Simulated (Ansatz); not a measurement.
**Response to strain in Al2O3**

The parent structure is Al₂O₃ in the corundum structure (space group R-3c, No. 167).

```
Al2O3
1.0
    2.36460     1.36520     4.29721
   -2.36460     1.36520     4.29721
    0.00000    -2.73040     4.29721
Al O
4 6
Cartesian
  0.00000   0.00000   8.35346
  0.00000   0.00000   1.90765
  0.00000   0.00000   4.53816
  0.00000   0.00000  10.98397
  0.72324   1.47771   5.37151
 -1.64136  -0.11251   5.37151
 -0.72324  -1.47771   7.52011
 -0.91812   1.36520   7.52011
  1.64136   0.11251   7.52011
  0.91812  -1.36520   5.37151
```

Cartesian axes are those of the cell as printed.

Strains are applied to the cell and any free atomic positions relax.

The values are results of DFT with LDA, PAW potentials and a 420 eV plane-wave cutoff in Ansatz (a program for electronic structure), scalar-relativistic without spin-orbit coupling, not measurements.

Notes on the quantities. energy relative to the base: free energy F.

```json
[
 {"change": "base", "band gap": "6.43 eV", "electron mass": "0.43 mₑ along c, 0.39 mₑ across (at Γ)", "energy relative to the base": "0 meV/atom"},
 {"change": "uniaxial strain ε_xx = +0.75 %", "band gap": "6.30 eV", "electron mass": "0.42 mₑ along z, 0.39 mₑ across (at Γ)", "energy relative to the base": "+0.7 meV/atom"},
 {"change": "uniaxial strain ε_xx = +1.50 %", "band gap": "6.18 eV", "electron mass": "0.42 mₑ along z, 0.38 mₑ across (at Γ)", "energy relative to the base": "+2.8 meV/atom"},
 {"change": "uniaxial strain ε_xx = +2.25 %", "band gap": "6.05 eV", "electron mass": "0.37 mₑ along x, 0.39 mₑ along y, 0.42 mₑ along z (at Γ)", "energy relative to the base": "+6.3 meV/atom"},
 {"change": "uniaxial strain ε_xx = +3.00 %", "band gap": "5.92 eV", "electron mass": "0.36 mₑ along x, 0.39 mₑ along y, 0.42 mₑ along z (at Γ)", "energy relative to the base": "+11 meV/atom"}
]
```

Masses are band curvatures over ±0.01 Å⁻¹ around the edge. Gaps are read on the SCF mesh and a high-symmetry path. No phonon test of stability was made.
